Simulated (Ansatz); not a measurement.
NaCl, response to strain

The reference is NaCl in the rock salt structure (space group Fm-3m, No. 225; a = 5.601 Å). Axes: x, y, z lie along the cube axes.

Strains are applied to the cell and any free atomic positions relax; under biaxial strain the out-of-plane vector relaxes too.

Method: Ansatz (a first-principles code) PBEsol, no SOC.

Candidates:
(a) biaxial strain −3.00 %, plane normal [001], relaxed out of plane
(b) biaxial strain +1.00 %, plane normal [001], relaxed out of plane
(c) biaxial strain −1.50 %, plane normal [001], relaxed out of plane

For the base:

The band gap comes out as 5.01 eV.

**Question.** Order them by band gap, lowest first.

**Answer.** (b) biaxial strain +1.00 %, plane normal [001], relaxed out of plane (4.95 eV), (c) biaxial strain −1.50 %, plane normal [001], relaxed out of plane (5.09 eV), (a) biaxial strain −3.00 %, plane normal [001], relaxed out of plane (5.18 eV)

Whether these cells are dynamically stable was not tested.
